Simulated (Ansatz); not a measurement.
Si (diamond structure), cut as [110] fin, 5.33 nm by 1.55 nm, 4 periods a cell, F-ended

The numbers are results of PBE, support functions at accuracy medium on the grid of 420 eV (PAW; Ansatz, an electronic-structure program), not measurements.

Basis: localised support functions (accuracy medium) on a full density matrix. k-points: zone centre alone; occupations: fixed; spin polarisation not allowed. Scalar-relativistic, no spin-orbit coupling.

 The period along the axis is held at the bulk value.

Levels round the gap, from the highest filled one. The participation number counts the atoms that a level spreads over, the last column its weight on the ending and the atoms that carry it.

```tsv
level	E (eV)	participation number	weight
filled, level 2045	-0.28	319	0.24
filled, level 2046	-0.22	341	0.32
filled, level 2047	-0.20	346	0.52
filled, level 2048	-0.19	347	0.52
filled, level 2049	-0.10	379	0.45
filled, level 2050	-0.09	482	0.36
filled, level 2051	-0.03	391	0.41
filled, level 2052	0.00	527	0.26
empty, level 2053	0.85	332	0.05
empty, level 2054	0.86	393	0.06
empty, level 2055	0.88	450	0.09
empty, level 2056	0.90	509	0.12
empty, level 2057	0.94	550	0.15
empty, level 2058	0.99	598	0.18
empty, level 2059	1.03	401	0.09
empty, level 2060	1.03	401	0.09
```
